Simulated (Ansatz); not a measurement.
## Several settings converged on CrB₄ (Imm2, 5 atoms in the cell)

```yaml
crystal:
  lattice:
    - [-1.42058, 2.35917, 2.72173]
    - [1.42058, -2.35917, 2.72173]
    - [1.42058, 2.35917, -2.72173]
  atoms:
    - { symbol: Cr, position: [0.00919, 0.00919, 0.00000] }
    - { symbol: B, position: [0.53800, 0.34213, 0.19587] }
    - { symbol: B, position: [0.46200, 0.65787, 0.80413] }
    - { symbol: B, position: [0.14626, 0.34213, 0.80413] }
    - { symbol: B, position: [0.85374, 0.65787, 0.19587] }
```

Base method: PBEsol, default PAW files made with PBE (plane waves; Ansatz, a program for electronic structure).

Base settings: basis.ecutwfc = 30.9 Ry; kpoints.mp_grid.grid = 10 10 10; hamiltonian.xc = pbesol; hamiltonian.pseudopotentials = {kind: paw} (the program's default PAW files); scf.occupations.method = gaussian; scf.occupations.width = 0.0073 Ry.

The count of work is k-points × plane waves × bands × iterations; it is no time. Core times come from one kind of shared machine, to one figure; runs under 30 s give none.

**The width of Fermi-Dirac smearing**

In this ladder: kpoints.mp_grid.grid = 16 16 16; scf.occupations.method = fermi_dirac.

Narrow widths need finer meshes than wide ones, so the last steps can hold mesh noise.

Only quantities that move along the ladder and can be compared are tabulated; pressure and forces are left out, as mesh noise rules them at narrow widths.

| scf.occupations.width | free energy less the last step's (meV/atom) | energy extrapolated to zero width less the last step's (meV/atom) |
|---|---|---|
| 0.0735 Ry | -423.15 | 73.74 |
| 0.0367 Ry | -78.52 | 18.03 |
| 0.022 Ry | -22.10 | 4.88 |
| 0.0147 Ry | -8.12 | 1.59 |
| 0.0073 Ry | -1.30 | 0.17 |
| 0.0037 Ry | 0.00 | 0.00 |

Widest scf.occupations.width that holds the free energy within 5 meV/atom of the last step, with all finer ones: 0.0073 Ry; the step before is off by 8.1 meV/atom.

Widest scf.occupations.width that holds the energy extrapolated to zero width within 0.5 meV/atom of the last step, with all finer ones: 0.0073 Ry; the step before is off by 1.6 meV/atom.

The extrapolation to zero width removes most of the smearing's effect on the energy.

**The width of Methfessel-Paxton smearing**

In this ladder: kpoints.mp_grid.grid = 16 16 16; scf.occupations.method = methfessel_paxton.

Narrow widths need finer meshes than wide ones, so the last steps can hold mesh noise.

Only quantities that move along the ladder and can be compared are tabulated; pressure and forces are left out, as mesh noise rules them at narrow widths.

| scf.occupations.width | free energy less the last step's (meV/atom) |
|---|---|
| 0.0735 Ry | 9.92 |
| 0.0367 Ry | 1.45 |
| 0.022 Ry | 0.27 |
| 0.0147 Ry | 0.01 |
| 0.0073 Ry | -0.02 |
| 0.0037 Ry | 0.00 |

Widest scf.occupations.width that holds the free energy within 5 meV/atom of the last step, with all finer ones: 0.0367 Ry; the step before is off by 9.9 meV/atom.

**The mesh under tetrahedron occupations**

In this ladder: scf.occupations.method = tetrahedron; scf.occupations.width = default.

Only quantities that move along the ladder and can be compared are tabulated.

| kpoints.mp_grid.grid | largest difference of a force vector from the last step's (eV/Å) | count of work / last | core time / last (rough) |
|---|---|---|---|
| 6 6 6 | 0.081 | 0.013 | – |
| 7 7 7 | 0.016 | 0.016 | – |
| 9 9 9 | 0.021 | 0.034 | – |
| 11 11 11 | 0.016 | 0.059 | – |
| 13 13 13 | 0.009 | 0.084 | – |
| 16 16 16 | 0.005 | 0.17 | – |
| 20 20 20 | 0.002 | 0.28 | 0.3 |
| 25 25 25 | 0.001 | 0.54 | 0.5 |
| 31 31 31 | 0.000 | 1.0 | 1 |

Coarsest kpoints.mp_grid.grid that holds the forces within 0.01 eV/Å of the last step, with all finer ones: 13 13 13, at 0.084 of the last step's count of work; the step before is off by 0.016 eV/Å.

On the base run: the starting cell comes from a database of computed structures (which also holds hypothetical and non-ambient phases and stackings), without a prior relaxation at this level. Its lattice was rescaled by up to half a per cent. One atom was moved a little off its site on purpose. Spin polarisation is off. In the base run, forces exceed 1 eV/Å. Ansatz's pressure includes its estimate of the finite-basis (Pulay) stress.

Left out of this page: 4 runs of the series outside the window shown, repeating another row's setting, or not comparable.

Keys are those of Ansatz 0.2.
